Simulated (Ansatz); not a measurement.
Data:

```
PbF2
1.0
    0.00000     2.96767     2.96767
    2.96767     0.00000     2.96767
    2.96767     2.96767     0.00000
Pb F
1 2
Direct
  0.00000   0.00000   0.00000
  0.25000   0.25000   0.25000
  0.75000   0.75000   0.75000
```

No spin polarisation.

Method: PBE, PAW, 420 eV (Ansatz, a first-principles code; spin-orbit coupling left out). Settings: 10×10×10 k-points, 0.05 eV Fermi–Dirac smearing.

What is the computed band gap?

4.42 eV.

Estimate the pressure.

2.37 GPa.

With Pb present, leaving out spin-orbit coupling can change the band edges. The cells carry an imposed strain or load. Whether these cells are dynamically stable was not tested. The cell was made from PbF$_{2}$ in the fluorite structure (space group Fm-3m, No. 225) by this change: isotropic strain −1.09 %.
